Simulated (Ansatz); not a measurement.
A 16-atom cell of (Si,Sn) started in the diamond structure, site fractions Si 0.625, Sn 0.375, short-range order -0.07 in the first shell of the mixed sites (0 is random, a negative value favours unlike neighbours), space group Cm at the end. The mixed sublattice has 16 sites.

The mixing enthalpy is taken against the end members in the diamond type, relaxed in the same cell and mesh.

Levels used, each named beside its values: PBE (plane waves to 420 eV, PAW; Ansatz, an electronic-structure program); HSE06 (plane waves to 420 eV, PAW; Ansatz). Geometries and values that name no level are of the first. Scalar-relativistic, without spin–orbit coupling. Its k-point mesh 4×4×4, Fermi–Dirac width 0.01 eV. HSE06 ran on meshes of its own (3×3×3); its edges and gaps are taken over the mesh and over extra points off it, mostly where PBE has its edges.

```tsv
cell	energy at zero smearing (eV)
Si	-10172.932
Sn	-96387.327
Sn3Si5	-42500.592
```

Q: Work out the mixing enthalpy per mixed site and the interaction parameter Ω of a regular solution.

A: With x = 6/16 of the second end member, ΔH = [-42500.592 − 10/16 × (-10172.932) − 6/16 × (-96387.327)] / 16 = 171 meV against the separate end members. Ω = ΔH / x(1 − x) = 730 meV, which puts the top of the miscibility gap of this model at Ω / 2k = 4240 K.
